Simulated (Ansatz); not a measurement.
# Response to strain in Al2O3

Start from Al$_{2}$O$_{3}$ in the corundum structure (space group R-3c, No. 167).

```yaml
crystal:
  lattice:
    - [2.38689, 1.37807, 4.33822]
    - [-2.38689, 1.37807, 4.33822]
    - [0.00000, -2.75614, 4.33822]
  atoms:
    - { symbol: Al, position: [0.64792, 0.64792, 0.64792] }
    - { symbol: Al, position: [0.14792, 0.14792, 0.14792] }
    - { symbol: Al, position: [0.35208, 0.35208, 0.35208] }
    - { symbol: Al, position: [0.85208, 0.85208, 0.85208] }
    - { symbol: O, position: [0.75000, 0.44414, 0.05586] }
    - { symbol: O, position: [0.05586, 0.75000, 0.44414] }
    - { symbol: O, position: [0.25000, 0.55586, 0.94414] }
    - { symbol: O, position: [0.55586, 0.94414, 0.25000] }
    - { symbol: O, position: [0.94414, 0.25000, 0.55586] }
    - { symbol: O, position: [0.44414, 0.05586, 0.75000] }
```

Strains are applied to the cell and any free atomic positions relax.

Calculations: PBEsol (Ansatz, a first-principles code; PAW; 420 eV plane waves; spin-orbit coupling left out).

Candidates:
(a) isotropic strain +3.00 %
(b) isotropic strain +0.75 %
(c) isotropic strain +1.50 %

Base values:

The band gap comes out as 6.03 eV.

**Question.** Order them by band gap, lowest first.

**Answer.** (a) isotropic strain +3.00 % (4.96 eV), (c) isotropic strain +1.50 % (5.49 eV), (b) isotropic strain +0.75 % (5.76 eV)

Whether these cells are dynamically stable was not tested.
